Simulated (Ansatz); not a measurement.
We consider CsCl-type RuAl, described by r²SCAN (Ansatz, a quantum-chemistry and plane-wave program, plane waves, PAW).

Run with plane-wave cutoff 560 eV, 18×18×18 k mesh, Fermi–Dirac smearing 0.05 eV, no spin polarisation, scalar-relativistic PAW data made under PBE.

Equation-of-state points:

```json
[
 {"V (Å³/atom)": "12.465", "E − E_lowest (meV/atom)": "36.78"},
 {"V (Å³/atom)": "12.731", "E − E_lowest (meV/atom)": "15.75"},
 {"V (Å³/atom)": "12.996", "E − E_lowest (meV/atom)": "3.80"},
 {"V (Å³/atom)": "13.261", "E − E_lowest (meV/atom)": "0.00"},
 {"V (Å³/atom)": "13.526", "E − E_lowest (meV/atom)": "3.52"},
 {"V (Å³/atom)": "13.792", "E − E_lowest (meV/atom)": "13.62"},
 {"V (Å³/atom)": "14.057", "E − E_lowest (meV/atom)": "29.63"}
]
```

### Question
What bulk modulus B0 and pressure derivative B′ does a third-order Birch–Murnaghan fit give?

### Answer
V0 = 13.261 Å³/atom, B0 = 221 GPa, B′ = 4.4 (fit to the energies at full precision).

The computed numbers hold no vibrational or temperature effects.
